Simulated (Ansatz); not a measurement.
The starting structures come from a database of crystals and need not be the phases stable at ambient conditions.

Tunnelling through a barrier is set by its complex band structure: the current falls as exp(−2κd) with the smallest κ.

Here is the system:

```yaml
crystal:
  lattice:
    - [3.62129, 0.00000, 0.00000]
    - [0.00000, 19.57692, 0.00000]
    - [1.81064, 6.52564, 1.04538]
  atoms:
    - { symbol: Li, position: [0.00000, 0.09748, 0.00000] }
    - { symbol: Li, position: [0.00000, 0.90252, 0.00000] }
    - { symbol: Li, position: [0.00000, 0.34446, 0.00000] }
    - { symbol: Li, position: [0.00000, 0.65554, 0.00000] }
    - { symbol: N, position: [0.00000, 0.00000, 0.00000] }
    - { symbol: Cl, position: [0.00000, 0.50000, 0.00000] }
```

Space group of this cell: R-3m. The cell is taken as given.

Transport runs along the normal of the first two printed cell vectors, the (100) plane of the conventional cell.

The gap is the functional's own, uncorrected, and κ follows it; spin-orbit coupling is left out. Mid-gap values are interpolated between the computed energies.

**Question.** Compute, with r2SCAN run with Ansatz (a program for electronic structure), the band gap and the smallest decay constant κ at mid-gap.

**Answer.** Gap 2.23 eV on a 28×28×28 mesh; κ = 0.272 1/Å, at the zone centre.
